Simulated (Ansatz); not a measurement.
Amorphous Si36O75H6, 117 atoms at 2.24 g/cm³, one PBE-relaxed geometry, zone centre. Methods: PBE, scalar-relativistic without spin-orbit coupling (Ansatz, a first-principles code); r2SCAN, scalar-relativistic without spin-orbit coupling (Ansatz). Plane waves to 420 eV (r2SCAN 500 eV). At PBE the levels at the filled edge of the gap are localised (band-tail or defect states). All rungs ran without spin polarisation.

A CHGNet melt-quench gave the starting glass, which DFT then relaxed. O atoms were pushed apart under 1.9 Å during the dynamics, to hinder bonds among them. The hot cell started wider than the set density and was brought back towards it in steps. It is the lowest in DFT energy of 4 quenches. It is a model cell: composition and starting density were chosen by hand, and all elements were melted together. No dispersion term was used. Its density started from a set value of 2.24 and ended at 2.24 g/cm³. Cooling (nominally 180 K/ps over its main leg) ran many orders faster than in experiment, which tends to leave more defects and strain. A cell of this size samples the disorder only roughly. The volume was held where the preparation left it and the shape relaxed, at a PBE pressure of 2.3 GPa. Stress components on the final sampling reach 2.3 GPa.

The relaxation ran on the zone centre alone. At PBE the level gap is 5.37 eV on a 2×2×2 Γ-centred mesh, and the spacing at the zone centre alone 5.38 eV.

What zone-centre spacing does r2SCAN give, roughly?

6.07 eV (+0.69 eV against PBE).

The highest filled and the lowest empty state spread over these numbers of atoms (participation numbers): PBE: 4.7 and 105.0; r2SCAN: 5.0 and 105.3.
